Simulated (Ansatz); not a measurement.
Effect of uniaxial strain ε_zz = −1.02 % on GaN

The parent structure is GaN in the zinc blende structure (space group F-43m, No. 216; a = 4.498 Å). Axes: x, y, z lie along the cube axes.

Now apply this change: the cell is compressed by 1.02 % along z with no lateral relaxation; the atoms relax in the strained cell.

All numbers come from Ansatz (an electronic-structure program) r2SCAN, no spin-orbit coupling, earlier PAW set. Settings: 13×13×13 k-points, 0.05 eV Fermi–Dirac smearing.

| quantity | base | changed | shift |
|---|---|---|---|
| shortest interatomic distance | 3.681 bohr | 3.668 bohr | -0.0125 bohr |
| energy relative to the base (free energy F) | 0 meV/atom | +1.1 meV/atom | +1.1 meV/atom |
| pressure (mean of the normal stresses, compression positive) | 0.00 GPa | 2.04 GPa | +2.04 GPa |
| band gap | 2.17 eV | 2.21 eV | +0.04 eV |
| gap character | direct at Γ | direct at Γ | – |
| electron mass | 0.17 mₑ (at Γ) | 0.18 mₑ (at Γ) | – |
| hole mass | – | 0.18 mₑ along z, 0.87 mₑ across (at Γ) | – |
| valence-band top at Γ (three highest levels, from the VBM) | 0.00, 0.00, 0.00 eV | 0.00, -0.05, -0.05 eV | – |
| valley order (the lowest conduction-band minima on the path, energy above the VBM, named in the base's zone) | Γ 2.17 eV | Γ 2.21 eV; X along [001] 3.70 eV | – |
| stress (xx, yy, zz, yz, xz, xy; compression positive) | – | (1.61, 1.61, 2.92, 0.00, 0.00, 0.00) GPa | – |

Cost of the whole job for the changed cell (relaxation, final SCF and bands): roughly 40 core-seconds.

Effective masses come from finite differences of ±0.01 Å⁻¹. Whether these cells are dynamically stable was not tested. This is not the structure that GaN has at room temperature and ambient pressure. k-point labels follow each cell's own Brillouin zone.
